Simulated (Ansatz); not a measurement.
Cell and atoms of amorphous Si$_{24}$C$_{16}$N$_{32}$:

```
CELL_PARAMETERS angstrom
      9.34565    -0.23593    -0.12194
     -0.23593     9.85401     0.20127
     -0.12194     0.20127     9.14496
ATOMIC_POSITIONS crystal
  Si 0.37432 0.79280 0.47630
  Si 0.16260 0.48567 0.67712
  Si 0.89029 0.67279 0.75263
  Si 0.55062 0.38832 0.06602
  Si 0.64505 0.82181 0.86907
  Si 0.23817 0.47378 0.93713
  Si 0.96793 0.42389 0.96236
  Si 0.25599 0.21660 0.67805
  Si 0.69821 0.42531 0.77106
  Si 0.81561 0.21673 0.55357
  Si 0.79537 0.18183 0.88261
  Si 0.20092 0.77684 0.78388
  Si 0.66388 0.58541 0.14008
  Si 0.66985 0.02080 0.46301
  Si 0.89245 0.93757 0.73087
  Si 0.96033 0.10217 0.29507
  Si 0.43774 0.44283 0.51755
  Si 0.56530 0.82718 0.16161
  Si 0.08029 0.10118 0.95340
  Si 0.79189 0.31893 0.21169
  Si 0.24918 0.13754 0.23116
  Si 0.17767 0.52685 0.25375
  Si 0.54404 0.14855 0.84499
  Si 0.44031 0.96298 0.67133
  C  0.26441 0.87282 0.95229
  C  0.88587 0.54917 0.34568
  C  0.81751 0.57925 0.47263
  C  0.50741 0.28188 0.30132
  C  0.53345 0.33987 0.87743
  C  0.10368 0.36723 0.83138
  C  0.05195 0.56508 0.53141
  C  0.30671 0.79426 0.26740
  C  0.76945 0.99987 0.28126
  C  0.03368 0.53946 0.38210
  C  0.35658 0.30985 0.26106
  C  0.66882 0.57568 0.50558
  C  0.38355 0.90058 0.17352
  C  0.13862 0.11425 0.41310
  C  0.56843 0.63480 0.41633
  C  0.53268 0.28364 0.44892
  N  0.59594 0.68284 0.27476
  N  0.91732 0.59519 0.58290
  N  0.40723 0.40958 0.95113
  N  0.14820 0.22525 0.83103
  N  0.62367 0.72580 0.01887
  N  0.81210 0.29336 0.72319
  N  0.31364 0.42034 0.32288
  N  0.91052 0.04618 0.87871
  N  0.30185 0.84503 0.64047
  N  0.40533 0.12629 0.71220
  N  0.81149 0.50165 0.21878
  N  0.54484 0.95520 0.83516
  N  0.76124 0.79532 0.74126
  N  0.84852 0.29149 0.03060
  N  0.11515 0.47700 0.08143
  N  0.82629 0.03667 0.58346
  N  0.02009 0.80760 0.75551
  N  0.07601 0.12787 0.14119
  N  0.25640 0.68466 0.21049
  N  0.14489 0.13736 0.54677
  N  0.29586 0.38483 0.62379
  N  0.88300 0.24976 0.36507
  N  0.60662 0.26149 0.19339
  N  0.20168 0.97896 0.94789
  N  0.42986 0.62776 0.47923
  N  0.71515 0.94218 0.16925
  N  0.51989 0.92016 0.50798
  N  0.84126 0.53505 0.87027
  N  0.61131 0.50004 0.62598
  N  0.37707 0.03448 0.18480
  N  0.63457 0.19283 0.50522
  N  0.22008 0.60669 0.80516
```

Methods: PBE, scalar-relativistic without spin-orbit coupling (Ansatz, a first-principles code); r2SCAN, scalar-relativistic without spin-orbit coupling (Ansatz); HSE06, scalar-relativistic without spin-orbit coupling (Ansatz). Neutral PBE cell, which sets geometry, pressure and energy: sampling: a 2×2×2 Γ-centred mesh; Fermi-Dirac width 0.02 eV; no spin polarisation. Exact exchange is cut at the faces of this 9 Å cell, which leaves hybrid gaps a finite-size error.

The cell was made by melting and quenching with the CHGNet potential and then relaxed with DFT. N atoms were pushed apart under 1.9 Å during the dynamics, to hinder bonds among them. The hot cell started wider than the set density and was brought back towards it in steps. It is the lowest in DFT energy of 2 quenches. It is a model cell: composition and starting density were chosen by hand, and all elements were melted together. No dispersion term was used. Its density started from a set value of 2.40 and ended at 2.59 g/cm³. The quench (nominally 470 K/ps over its main leg) was far faster than any real one, so the model tends to hold more defects than a real film. Values belong to this one cell and scatter from quench to quench. Volume and shape were free in the relaxation.

Question: Give the pressure, the energy against reference phases and the spacing of the highest filled and lowest empty levels.

Answer: 
| Item | Value |
|---|---|
| Pressure on a 2×2×2 Γ-centred mesh | -0.1 kbar |
| Largest force and stress component on that mesh (the relaxation ran on the zone centre alone) | 0.23 eV/Å and 0.3 GPa |
| Energy relative to beta Si3N4 + graphite (lowest mix at this level among the phases computed, not always the ambient ones) | 66.8 kJ/mol of atoms |
| Gap on a 2×2×2 Γ-centred mesh (PBE) | 0.45 eV |
| Gap at the zone centre (PBE) | 0.89 eV |
| Gap at the zone centre (r2SCAN) | 0.97 eV |
| Gap at the zone centre (HSE06) | 1.40 eV |
| Distance between the nearest levels spread over more than a fifth of the atoms or a third of the atoms of their main element (six at least) (PBE, zone centre) | 0.89 eV |

Question: At PBE and the zone centre, how localised are the states just below and above the Fermi level (participation number: the atoms over which a state spreads)?

Answer: The highest filled state is spread over 14.9 atoms' worth, largest on N64, with weights by element (charge in smoothed Voronoi cells) N 0.46, C 0.36, Si 0.19. The lowest empty state is spread over 20.6 atoms' worth, largest on C35, with weights by element (charge in smoothed Voronoi cells) C 0.41, N 0.39, Si 0.20.

Cut-offs for bonds: Si-Si 2.60 Å, Si-C 2.19 Å, Si-N 2.22 Å, C-C 1.78 Å, C-N 1.74 Å, N-N 1.70 Å. Two cations that share two anions don't count as bonded, nor two that share one unless they lie closer than Si-Si 2.38 Å, Si-C 2.00 Å, C-C 1.63 Å.

A PBE run started with 1 μB on atoms that lack a bond or may hold spare charge lost its moments; other starts weren't tried.
